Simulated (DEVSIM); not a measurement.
Device: abrupt InP n-p junction, at 300 K.

```tsv
layer (left to right)	material	thickness (μm)	Nd (cm⁻³)	Na (cm⁻³)	τn (s)	τp (s)
1	InP	1.50	1e16	-	1.2e-8	1.2e-8
2	InP	3.50	-	3.2e15	1.2e-8	1.2e-8
```

Left contact: ohmic. Right contact: ohmic. Voltage is applied to the left contact. Recombination: SRH at mid-gap, Auger. Mobility is μmin + (μ − μmin)/(1 + (N/Nref)^α).

This is a model device: material constants are rounded textbook-type values typed into the input, and sizes, dopings and lifetimes were drawn at random. Values at 300 K.

| parameter | InP |
|---|---|
| gap (eV) | 1.344 |
| affinity (eV) | 4.38 |
| permittivity | 12.5 |
| Nc (cm⁻³) | 5.7e17 |
| Nv (cm⁻³) | 1.1e19 |
| μn (cm²/Vs) | 5200 |
| μp (cm²/Vs) | 170 |
| μn,min | 400 |
| μp,min | 10 |
| Nref,n | 3e17 |
| Nref,p | 4.9e17 |
| αn | 0.47 |
| αp | 0.62 |
| Cn (cm⁶/s) | 9e-31 |
| Cp (cm⁶/s) | 9e-31 |

Simulated with DEVSIM: 1D drift-diffusion, Boltzmann statistics, complete ionisation; no tunnelling, impact ionisation, image-force lowering or self-heating.

Problem. Tabulate band edges, carrier densities and field at 2.0 V on the left contact.

Solution. Energies count from the Fermi level of the right contact; mesh points crowd at the junctions.

```tsv
x (μm)	Ec (eV)	Ev (eV)	n (cm⁻³)	p (cm⁻³)	field (V/cm)
0.000	-1.895	-3.240	1.0e16	< 1e2	≈ 0
0.02375	-1.895	-3.240	1.0e16	< 1e2	≈ 0
0.07024	-1.895	-3.240	1.0e16	< 1e2	≈ 0
0.1612	-1.895	-3.240	1.0e16	< 1e2	≈ 0
0.4186	-1.895	-3.240	1.0e16	< 1e2	≈ 0
0.8088	-1.895	-3.240	1.0e16	< 1e2	≈ 0
1.159	-1.887	-3.231	7.1e15	< 1e2	2000
1.377	-1.600	-2.944	1.1e11	< 1e2	28000
1.449	-1.360	-2.704	1.0e7	120	38000
1.486	-1.209	-2.553	29000	380	44000
1.505	-1.123	-2.467	1200	500	45000
1.548	-0.934	-2.278	130	850	43000
1.619	-0.637	-1.981	120	1500	40000
1.759	-0.118	-1.462	< 1e2	3200	34000
2.192	0.906	-0.438	< 1e2	4.8e11	14000
2.895	1.133	-0.211	< 1e2	3.2e15	11
3.885	1.133	-0.210	< 1e2	3.2e15	≈ 0
4.449	1.133	-0.210	< 1e2	3.2e15	≈ 0
4.787	1.133	-0.210	< 1e2	3.2e15	≈ 0
4.905	1.133	-0.210	< 1e2	3.2e15	≈ 0
4.964	1.133	-0.210	< 1e2	3.2e15	≈ 0
5.000	1.133	-0.210	< 1e2	3.2e15	≈ 0
```
